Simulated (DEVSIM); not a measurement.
System: abrupt Si p-n junction, at 300 K.

| layer (left to right) | material | thickness (μm) | Nd (cm⁻³) | Na (cm⁻³) | τn (s) | τp (s) |
|---|---|---|---|---|---|---|
| 1 | Si | 26.0 | - | 3.5e18 | 8.7e-5 | 8.7e-5 |
| 2 | Si | 17.0 | 1.6e16 | - | 8.7e-5 | 8.7e-5 |

Left contact: ohmic. Right contact: ohmic. Voltage is applied to the left contact. Recombination: SRH at mid-gap, radiative, Auger. Mobility is μmin + (μ − μmin)/(1 + (N/Nref)^α).

The device is made up for the run: typed textbook-type constants, with dimensions and the other settings drawn at random. Values at 300 K.

| parameter | Si |
|---|---|
| gap (eV) | 1.124 |
| affinity (eV) | 4.05 |
| permittivity | 11.7 |
| Nc (cm⁻³) | 2.86e19 |
| Nv (cm⁻³) | 3.1e19 |
| μn (cm²/Vs) | 1417 |
| μp (cm²/Vs) | 470 |
| μn,min | 52 |
| μp,min | 45 |
| Nref,n | 9.7e16 |
| Nref,p | 2.2e17 |
| αn | 0.68 |
| αp | 0.72 |
| B (cm³/s) | 4.7e-15 |
| Cn (cm⁶/s) | 2.8e-31 |
| Cp (cm⁶/s) | 9.9e-32 |

DEVSIM, 1D drift-diffusion, Boltzmann statistics, complete ionisation; no tunnelling, impact ionisation, image-force lowering or self-heating.

The doping Na of layer 1 was swept, all else fixed.

```json
[
 {"doping Na of layer 1 (cm^-3)": "1e17", "largest field in the device at zero bias (V/cm)": "56000", "dark forward voltage at 1 A/cm² (V)": "0.660", "dark forward voltage at 100 A/cm² (V)": "0.831", "potential step across the device at zero bias (V)": "0.782"},
 {"doping Na of layer 1 (cm^-3)": "3.5e17", "largest field in the device at zero bias (V/cm)": "62000", "dark forward voltage at 1 A/cm² (V)": "0.663", "dark forward voltage at 100 A/cm² (V)": "0.828", "potential step across the device at zero bias (V)": "0.814"},
 {"doping Na of layer 1 (cm^-3)": "1e18", "largest field in the device at zero bias (V/cm)": "75000", "dark forward voltage at 1 A/cm² (V)": "0.664", "dark forward voltage at 100 A/cm² (V)": "0.822", "potential step across the device at zero bias (V)": "0.842"},
 {"doping Na of layer 1 (cm^-3)": "3.5e18", "largest field in the device at zero bias (V/cm)": "110000", "dark forward voltage at 1 A/cm² (V)": "0.664", "dark forward voltage at 100 A/cm² (V)": "0.817", "potential step across the device at zero bias (V)": "0.874"},
 {"doping Na of layer 1 (cm^-3)": "1e19", "largest field in the device at zero bias (V/cm)": "180000", "dark forward voltage at 1 A/cm² (V)": "0.664", "dark forward voltage at 100 A/cm² (V)": "0.814", "potential step across the device at zero bias (V)": "0.901"}
]
```

From the first row to the last the largest field in the device at zero bias goes from 56000 to 180000. From the first row to the last the dark forward voltage at 1 A/cm² goes from 0.660 to 0.664.
